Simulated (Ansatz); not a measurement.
```xyz
6
Lattice="-1.9912 1.9912 5.2832 1.9912 -1.9912 5.2832 1.9912 1.9912 -5.2832" Properties=species:S:1:pos:R:3 pbc="T T T"
Zr     0.0000     0.0000     0.0000
Zr     0.0000     1.9912     2.6416
O      0.0000     0.0000     8.4310
O      0.0000     1.9912     0.5062
O      0.0000     1.9912     4.7769
O      0.0000     0.0000     2.1354
```

No spin polarisation.

The values are results of Ansatz (a program for electronic structure), PBEsol, PAW, cutoff 420 eV, scalar-relativistic without spin-orbit coupling, earlier PAW set, not measurements. k-mesh 12×12×12 (Γ-centred); smearing 0.05 eV (Fermi–Dirac).

Predict the gap character, electron mass and smallest direct gap.


```json
{
  "gap_character": "indirect, M → Γ",
  "electron_mass": "2.2 mₑ along c, 0.43 mₑ across (at Γ)",
  "smallest_direct_gap": "4.14 eV"
}
```

Load acts through the strain it causes; cell and atoms are relaxed under it. Masses are band curvatures over ±0.01 Å⁻¹ around the edge. Stability against distortions was not tested. The cell was made from ZrO2 in the anatase structure (space group I4_1/amd, No. 141; a cell from a computed database, its experimental status unchecked) by this change: pressure 3 GPa. This is not the structure that ZrO2 has at room temperature and ambient pressure.
